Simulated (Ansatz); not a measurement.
Input and output of a self-consistent single point for Hf₃Si (Fm-3m, 4 atoms in the cell) (Ansatz, an electronic-structure program).

Method of the run: LDA (PW92) (plane waves, PAW; Ansatz).

```yaml
crystal:
  lattice:
    - [0.00000, 3.78900, 3.78900]
    - [3.78900, 0.00000, 3.78900]
    - [3.78900, 3.78900, 0.00000]
  atoms:
    - { symbol: Si, position: [0.00000, 0.00000, 0.00000] }
    - { symbol: Hf, position: [0.50000, 0.50000, 0.50000] }
    - { symbol: Hf, position: [0.25000, 0.25000, 0.25000] }
    - { symbol: Hf, position: [0.75000, 0.75000, 0.75000] }
```

Reference input (self-consistent single point, DFT, LDA (PW92), plane waves, default PAW files): basis.ecutwfc = 30.9 Ry; kpoints.mp_grid.grid = 8 8 8; hamiltonian.xc = lda; hamiltonian.pseudopotentials = {kind: paw} (the program's default PAW files); scf.occupations.method = cold; scf.occupations.width = 0.0073 Ry. This run's input differs from it in these lines:

Ansatz 0.2 input:
```diff
@@ -11,3 +11,3 @@
 basis:
-  ecutwfc: 30.9 Ry
+  ecutwfc: 15.4 Ry
 kpoints:
```

Output, abridged:

```
SCF iter   1: F=—  HF=-47026.617965 eV  |F-HF|=—  |Δ(HF+E_count)|=         —  Δρ=3.34e-2  dr2=5.78e-1  ethr=1.77e-3  ⟨swp⟩=3.3  Hψ=4089  notcnv=0
all-band conjugate gradients solve this SCF's bands
preconditioner: auto → Kerker (q_TF=auto, 2.603 Å⁻¹)
SCF iter   2: F=—  HF=-47023.445564 eV  |F-HF|=—  |Δ(HF+E_count)|=    3.17e0  S|Δr|=    0.00e0  Δρ=7.25e-3  dr2=6.02e-2  ethr=7.05e-4  ⟨swp⟩=2.0  Hψ=3059  notcnv=0  defer=73
   [... lines left out ...]
SCF iter   6: F=—  HF=-47023.024336 eV  |F-HF|=—  |Δ(HF+E_count)|=   7.04e-5  S|Δr|=    0.00e0  Δρ=6.29e-5  dr2=5.03e-6  ethr=1.17e-7  ⟨swp⟩=2.0  Hψ=2479  notcnv=0  defer=73
SCF iter   7: F=—  HF=-47023.024334 eV  |F-HF|=—  |Δ(HF+E_count)|=   1.55e-6  S|Δr|=    0.00e0  Δρ=1.02e-5  dr2=1.16e-7  ethr=6.14e-9  ⟨swp⟩=2.0  Hψ=2323  notcnv=0  defer=73
SCF iter   8: F=-47023.024334 eV  HF=-47023.024334 eV  |F-HF|=1.98e-9  |Δ(HF+E_count)|=   7.51e-9  S|Δr|=    0.00e0  Δρ=2.60e-6  dr2=7.78e-9  ethr=1.22e-10  ⟨swp⟩=8.0  Hψ=4844  notcnv=0
SCF 1 converged in 8 iterations: F = -47023.024334 eV  dr2 = 7.78e-9
Stability not checked (fill_not_monotonic)
Free energy (F): -47023.024334 eV
Internal energy: -47023.018964 eV  (E = F + TS)
E sigma→0 (E₀):  -47023.022544 eV
Entropy (-TS):   -0.005370 eV (-1.343 meV/atom)
Fermi energy:    12.569456 eV
--- Forces (eV/Å), atoms counted from 1 ---
  atom   1  Si    -0.00000000     0.00000000    -0.00000000
   [... zero for the other atoms too ...]
--- Stress (GPa, compression-positive) ---
      -25.959773      -0.000000      -0.000000
        0.000000     -25.959773      -0.000000
        0.000000       0.000000     -25.959773
  P = ⅓ Tr σ = -25.9598 GPa (-259.598 kbar)
  The stress holds the Pulay correction. Without it, at fixed plane waves, as pw.x and ABINIT print it: P = -112.6799 GPa
```

The run converged in 8 iterations. Against the reference run the free energy goes up by 3.20 eV/atom and the pressure goes from -23.55 to -25.96 GPa.

The starting cell was generated: these elements placed on a structure prototype, without a prior relaxation; it need not be a known phase or ordering of this composition. Its lattice was rescaled by a random factor within 2.5 % of one. Ansatz's pressure includes its estimate of the finite-basis (Pulay) stress. Without the estimate this run gives -112.68 GPa. The cutoff lies below the one recommended for these files.
